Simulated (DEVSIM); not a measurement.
Structure: Ru/SiO2/p-InP capacitor, at 400 K.

```
layer (left to right)  material  thickness (nm)  Na (cm⁻³)
---------------------  --------  --------------  ---------
1                          SiO2            6.50          -
2                           InP            8400     5.5e15
```

Metal gate on the left, work function 4.7 eV. Fixed charge at the semiconductor interface 0 cm⁻² (in units of +e); no interface traps.

Constants are typed, rounded textbook-type inputs, not results; the design itself was drawn at random and stands for no fabricated device. Values at 300 K; Nc and Nv go as T^1.5, mobilities as T to minus their exponent, the gap by Varshni's rule with the affinity fixed.

| parameter | SiO2 | InP |
|---|---|---|
| gap (eV) | 9 | 1.344 |
| affinity (eV) | 0.9 | 4.38 |
| permittivity | 3.9 | 12.5 |
| Nc (cm⁻³) | - | 5.7e17 |
| Nv (cm⁻³) | - | 1.1e19 |
| Varshni α (eV/K) | - | 0.000363 |
| Varshni β (K) | - | 162 |

DEVSIM, 1D Poisson equation in equilibrium, Boltzmann statistics, complete ionisation; no quantum confinement or tunnelling. Metal contacts follow the ideal Schottky-Mott rule: no Fermi-level pinning, no interface dipoles.

The substrate doping was swept, all else fixed.

| substrate doping (cm^-3) | threshold voltage (band bending 2φF) (V) | minimum of the low-frequency capacitance (μF/cm²) | flat-band voltage (V) |
|---|---|---|---|
| 2.8e14 | 0.06 | 0.00728 | -0.61 |
| 5.5e14 | ? | ? | -0.64 |
| 1.1e15 | 0.12 | 0.0129 | -0.66 |
| 2.8e15 | 0.18 | 0.0196 | -0.69 |
| 5.5e15 | 0.22 | 0.0258 | -0.71 |
| 1.1e16 | 0.28 | 0.0350 | -0.74 |

Task: Fill in the missing entries.

Result: 
- 5.5e14, threshold voltage (band bending 2φF) (V): 0.09
- 5.5e14, minimum of the low-frequency capacitance (μF/cm²): 0.00973
